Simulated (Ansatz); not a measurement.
Consider the following.

```
SnTe
1.0
    0.00000     3.24007     3.24007
    3.24007     0.00000     3.24007
    3.24007     3.24007     0.00000
Te Sn
1 1
Direct
  0.00000   0.00000   0.00000
  0.50000   0.50000   0.50000
```

No spin polarisation.

Computed with DFT with r2SCAN, PAW potentials and a 500 eV plane-wave cutoff in Ansatz (a first-principles code), no spin-orbit coupling, earlier PAW set. k-mesh 13×13×13 (Γ-centred); smearing 0.05 eV (Fermi–Dirac).

Q: Predict the gap character, electron mass, band gap and hole mass.

A: Gap character: direct at L
Electron mass: 0.12 mₑ along k, 0.13 mₑ across (at L)
Band gap: 0.28 eV
Hole mass: 0.13 mₑ along k, 0.031 mₑ across (at L)

Spin-orbit coupling, missing from the scalar runs, can matter with Te. Load acts through the strain it causes; cell and atoms are relaxed under it. Effective masses come from finite differences of ±0.01 Å⁻¹. Along k means along the line from Γ to the band edge. Stability against distortions was not tested. The cell was made from SnTe in the rock salt structure (space group Fm-3m, No. 225) by this change: pressure −2 GPa. A zero or small gap of SnTe can be the functional's error rather than a property of the material.
